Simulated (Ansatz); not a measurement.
# Cu3N: response to strain

Base system: Cu3N (space group Pm-3m, No. 221; a = 3.827 Å). Axes: x, y, z lie along the cube axes.

Strains are applied to the cell and any free atomic positions relax; under biaxial strain the out-of-plane vector relaxes too.

Computed with plane-wave PAW DFT at the PBE level (Ansatz, a quantum-chemistry and plane-wave program, 420 eV), spin-orbit coupling left out.

Candidates:
(a) biaxial strain +1.20 %, plane normal [001], relaxed out of plane
(b) biaxial strain +1.80 %, plane normal [001], relaxed out of plane
(c) biaxial strain +0.60 %, plane normal [001], relaxed out of plane

Task: Order them by out-of-plane strain, lowest first.

Result: (b) biaxial strain +1.80 %, plane normal [001], relaxed out of plane (-0.79 %), (a) biaxial strain +1.20 %, plane normal [001], relaxed out of plane (-0.54 %), (c) biaxial strain +0.60 %, plane normal [001], relaxed out of plane (-0.27 %)

Whether these cells are dynamically stable was not tested. The final runs are not spin-polarised.
